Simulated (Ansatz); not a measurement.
## Response to strain in GaP

Base system: GaP in the zinc blende structure (space group F-43m, No. 216; a = 5.391 Å). Axes: x, y, z lie along the cube axes.

Strains are applied to the cell and any free atomic positions relax; under biaxial strain the out-of-plane vector relaxes too.

Computed with LDA (Ansatz, a quantum-chemistry and plane-wave program), no spin-orbit coupling.

Notes on the quantities. energy relative to the base: free energy F.

```csv
variant,volume per atom,energy relative to the base,band gap
base,19.59 Å³,0 meV/atom,1.38 eV
"biaxial strain −2.50 %, plane normal [001], relaxed out of plane",19.03 Å³,+12 meV/atom,1.10 eV
"biaxial strain −2.00 %, plane normal [001], relaxed out of plane",19.15 Å³,+7.6 meV/atom,1.16 eV
"biaxial strain −1.50 %, plane normal [001], relaxed out of plane",19.26 Å³,…,1.21 eV
"biaxial strain −1.00 %, plane normal [001], relaxed out of plane",19.37 Å³,+1.9 meV/atom,1.27 eV
"biaxial strain −0.50 %, plane normal [001], relaxed out of plane",19.48 Å³,+0.5 meV/atom,1.33 eV
"biaxial strain +0.50 %, plane normal [001], relaxed out of plane",19.70 Å³,+0.5 meV/atom,1.30 eV
"biaxial strain +2.00 %, plane normal [001], relaxed out of plane",20.01 Å³,+7.0 meV/atom,1.07 eV
"biaxial strain +2.50 %, plane normal [001], relaxed out of plane",20.11 Å³,…,0.99 eV
"biaxial strain +3.00 %, plane normal [001], relaxed out of plane",…,…,0.91 eV
```

Question: Complete the table.

Answer: 
- biaxial strain −1.50 %, plane normal [001], relaxed out of plane, energy relative to the base: +4.2 meV/atom
- biaxial strain +2.50 %, plane normal [001], relaxed out of plane, energy relative to the base: +11 meV/atom
- biaxial strain +3.00 %, plane normal [001], relaxed out of plane, volume per atom: 20.21 Å³
- biaxial strain +3.00 %, plane normal [001], relaxed out of plane, energy relative to the base: +15 meV/atom

No phonon test of stability was made.
